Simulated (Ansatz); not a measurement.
Consider K in the bcc (W type) structure (space group Im-3m, No. 229; a = 5.2146 Å; relaxed with 0.1 eV smearing). Axes: x, y, z lie along the cube axes.

Calculations: Ansatz (a quantum-chemistry and plane-wave program) PBEsol, without spin-orbit coupling.

Now apply this change: the cell is compressed by 3.00 % along z with no lateral relaxation; the atoms relax in the strained cell.

### Question
How does this affect the energy relative to the base and stress?

### Answer
The energy grows by 1.0 meV/atom; the stress (xx, yy, zz, yz, xz, xy; compression positive) amounts to (0.1, 0.1, 0.1, 0.0, 0.0, 0.0) GPa.

No phonon test of stability was made.
